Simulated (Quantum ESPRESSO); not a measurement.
A self-consistent single point of Sn2Pt (Fm-3m, 3 atoms in the cell) with Quantum ESPRESSO.

Method of the run: LDA (PZ), GBRV 1.5 ultrasoft (LDA) pseudopotentials (plane waves; Quantum ESPRESSO 7.5).

The change in words: lattice scaled by 0.98. Reference geometry:
```
CELL_PARAMETERS angstrom
     -3.24309     0.00000     3.24309
      0.00000     3.24309     3.24309
     -3.24309     3.24309     0.00000
ATOMIC_POSITIONS crystal
  Sn 0.75000 0.75000 0.75000
  Sn 0.25000 0.25000 0.25000
  Pt 0.00000 0.00000 0.00000
```

Reference input (self-consistent single point, DFT, LDA (PZ), plane waves, GBRV 1.5 ultrasoft (LDA) pseudopotentials): ecutwfc = 40 Ry; ecutrho = 320 Ry; occupations = smearing; smearing = gauss; degauss = 0.019992 Ry; potentials = {Sn: sn_lda_v1.4.uspp.F.UPF, Pt: pt_lda_v1.4.uspp.F.UPF}; K_POINTS = automatic 12 12 12 0 0 0; conv_thr = 1e-11 Ry; mixing_beta = 0.7. This run's input differs from it in these lines:

```diff
@@ -10,3 +10,3 @@
  ibrav = 2
- celldm(1) = 12.2571226923
+ celldm(1) = 12.0119798605
  nat = 3
```

Output, abridged:

```
     Self-consistent Calculation

     iteration #  1     ecut=    40.00 Ry     beta= 0.70

     negative rho (up, down):  1.583E-01 0.000E+00

     total energy              =    -525.62660082 Ry
     estimated scf accuracy    <       5.75942830 Ry

     iteration #  2     ecut=    40.00 Ry     beta= 0.70

     negative rho (up, down):  1.696E-01 0.000E+00

     total energy              =    -527.65945094 Ry
     estimated scf accuracy    <       7.82687788 Ry

     iteration #  3     ecut=    40.00 Ry     beta= 0.70

     negative rho (up, down):  1.700E-01 0.000E+00

     total energy              =    -528.57521558 Ry
     estimated scf accuracy    <       0.28977402 Ry

   [... 14 blocks of this kind left out ...]

     iteration # 18     ecut=    40.00 Ry     beta= 0.70

     negative rho (up, down):  1.707E-01 0.000E+00

     total energy              =    -528.69302460 Ry
     estimated scf accuracy    <          5.6E-11 Ry

     iteration # 19     ecut=    40.00 Ry     beta= 0.70

     negative rho (up, down):  1.707E-01 0.000E+00
     End of self-consistent calculation

     the Fermi energy is    14.7446 ev

!    total energy              =    -528.69302460 Ry
     estimated scf accuracy    <          1.4E-12 Ry
     smearing contrib. (-TS)   =      -0.00297719 Ry
     internal energy E=F+TS    =    -528.69004741 Ry

     convergence has been achieved in  19 iterations

     negative rho (up, down):  1.707E-01 0.000E+00

     Forces acting on atoms (cartesian axes, Ry/au):

     atom    1 type  1   force =     0.00000000    0.00000000    0.00000000
   [... zero for the other atoms too ...]

     Total force =     0.000000     Total SCF correction =     0.000000

     negative rho (up, down):  1.707E-01 0.000E+00
          total   stress  (Ry/bohr**3)                   (kbar)     P=       24.71
   0.00016795   0.00000000   0.00000000           24.71        0.00        0.00
   0.00000000   0.00016795   0.00000000            0.00       24.71        0.00
  -0.00000000  -0.00000000   0.00016795           -0.00       -0.00       24.71

   JOB DONE.
```

The run converged in 19 iterations. Against the reference run the free energy drops by 6.2 meV/atom and the pressure goes from -4.20 to 2.47 GPa.

The starting cell comes from a database of computed structures (which also holds hypothetical and non-ambient phases and stackings), without a prior relaxation at this level. For this run, on top of that: lattice scaled by 0.98. Spin polarisation is off.

Cost on one core of a shared machine: roughly 2 min.
